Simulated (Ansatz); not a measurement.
Results of PBE0 (PAW; Ansatz, an electronic-structure program) for Ca₂BeN₂ (model structure, started from the Ca2ZnN2 type, I4/mmm, No. 139, 5 atoms in the cell).

Run with plane-wave cutoff 460 eV, 8×8×8 k mesh, Fermi–Dirac smearing 0.01 eV, scalar-relativistic PAW data made under PBE.

Cell (relaxed with PBEsol):

```
CELL_PARAMETERS angstrom
     -1.75803     1.75803     5.73020
      1.75803    -1.75803     5.73020
      1.75803     1.75803    -5.73020
ATOMIC_POSITIONS crystal
  Ca 0.65554 0.65554 0.00000
  Ca 0.34446 0.34446 0.00000
  Be 0.00000 0.00000 0.00000
  N  0.86565 0.86565 0.00000
  N  0.13435 0.13435 0.00000
```

Task: Estimate the band gap and smallest direct gap on the k points sampled that the calculation returns.

Result: 
- band gap: 2.70 eV (on the SCF k mesh) (indirect)
- smallest direct gap on the k points sampled: 2.79 eV

Note: the relaxation could raise the start's symmetry but not lower it, so the cell can be a saddle point; cell and atoms aren't relaxed at this level (largest force component 0.44 eV/Å, pressure 1.4 GPa).

Cost on a shared machine: around 8 core-minutes (rough).

A model structure was made by putting elements into a prototype or built by hand; it is no filed structure, need not be a known phase, and can be a saddle point held by its symmetry.
